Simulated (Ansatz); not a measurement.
Consider BeSe in the zinc blende structure (space group F-43m, No. 216; a = 5.1776 Å).

Computed with PBE in Ansatz (plane waves to 420 eV, PAW, no SOC).

For the base:

* **Valley order**: X along ⟨100⟩ 2.67 eV; Γ 4.22 eV; L along ⟨111⟩ 4.27 eV
* **Width of the top valence band**: 3.20 eV
* **Electron mass**: 0.90 mₑ along k, 0.27 mₑ across (at X)
* **Pressure**: 0.01 GPa

Modification: the cell is scaled by 1.0200 in all directions; the atoms relax in the strained cell.

Q: Predict the new valley order.

A: The valley order (the lowest conduction-band minima on the path, energy above the VBM, named in the base's zone) becomes X along ⟨100⟩ 2.79 eV; Γ 3.80 eV; L along ⟨111⟩ 4.06 eV (base: X along ⟨100⟩ 2.67 eV; Γ 4.22 eV; L along ⟨111⟩ 4.27 eV).

Q: Estimate the effect on the width of the top valence band.

A: The width of the top valence band decreases by 0.265 eV to 2.93 eV.

Q: What does the calculation give for the electron mass after the change?

A: The electron mass goes from 0.90 mₑ along k, 0.27 mₑ across (at X) to 0.93 mₑ along k, 0.28 mₑ across (at X).

Q: Predict the new mean gap deformation potential ΔEg/Δln V.

A: The mean gap deformation potential ΔEg/Δln V amounts to +1.9 eV.

Q: What does the calculation give for the pressure after the change?

A: The pressure shrinks by 3.98 GPa to -3.97 GPa.

Effective masses come from finite differences of ±0.01 Å⁻¹. Along k means along the line from Γ to the band edge. No phonon test of stability was made.

Ansatz is a quantum-chemistry and plane-wave program.
